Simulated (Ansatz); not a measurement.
```xyz
8
Lattice="-2.8039 2.8039 5.5482 2.8039 -2.8039 5.5482 2.8039 2.8039 -5.5482" Properties=species:S:1:pos:R:3 pbc="T T T"
Cu     0.0000     2.8039     2.7741
Cu     0.0000     0.0000     0.0000
Ga     2.8039     0.0000     2.7741
Ga     0.0000     0.0000     5.5482
Se     1.4020     1.3616    -1.3871
Se     1.4020     1.4423     4.1612
Se     1.4423    -1.4020     6.9353
Se     1.3616     4.2059     1.3871
```

No spin polarisation.

0.872 holes added to each cell, a density of 5.0×10^21 cm⁻³, with a uniform compensating background at fixed cell and a 300 K Fermi–Dirac width.

Calculations: Ansatz (a first-principles code) r2SCAN, scalar-relativistic without spin-orbit coupling, earlier PAW set. k-mesh 12×12×12 (Γ-centred); smearing 0.0259 eV (Fermi–Dirac).

Question: Predict the Fermi level relative to the doped band's edge (positive inside the band; to 0.05 eV).

Answer: +0.45 eV.

Question: What gap character does the calculation give?

Answer: Direct at Γ.

Question: Estimate the gap between the host's bands.

Answer: 0.81 eV.

Carriers are added with a uniform compensating background; total energy and stress of such cells depend on the potential's zero and are not compared; many-body gap narrowing is missing at this level. Stability against distortions was not tested. All final runs are without spin polarisation. The cell was made from GaCuSe2 in the chalcopyrite structure (space group I-42d, No. 122) by this change: holes 5.0×10^21 cm⁻³.
